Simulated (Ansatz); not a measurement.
A computed series for Cu3N: response to strain

Consider Cu$_{3}$N (space group Pm-3m, No. 221; a = 3.7209 Å). Axes: x, y, z lie along the cube axes.

Strains are applied to the cell and any free atomic positions relax.

Level of theory: LDA in Ansatz (plane waves to 420 eV, PAW, spin-orbit coupling left out).

Notes on the quantities. energy relative to the base: free energy F; pressure: mean of the normal stresses, compression positive.

```csv
change,energy relative to the base,volume per atom,pressure
base,0 meV/atom,12.88 Å³,0.0 GPa
uniaxial strain ε_zz = +0.60 %,+0.4 meV/atom,12.96 Å³,-0.9 GPa
uniaxial strain ε_zz = +1.20 %,+1.7 meV/atom,13.03 Å³,-1.7 GPa
uniaxial strain ε_zz = +1.80 %,+3.8 meV/atom,13.11 Å³,-2.5 GPa
uniaxial strain ε_zz = +2.40 %,[?],13.19 Å³,[?]
```

**Question.** What belongs in the blanks?

**Answer.** 
- uniaxial strain ε_zz = +2.40 %, energy relative to the base: +6.7 meV/atom
- uniaxial strain ε_zz = +2.40 %, pressure: -3.2 GPa

No phonon test of stability was made. All final runs are without spin polarisation.

Ansatz is an electronic-structure program.
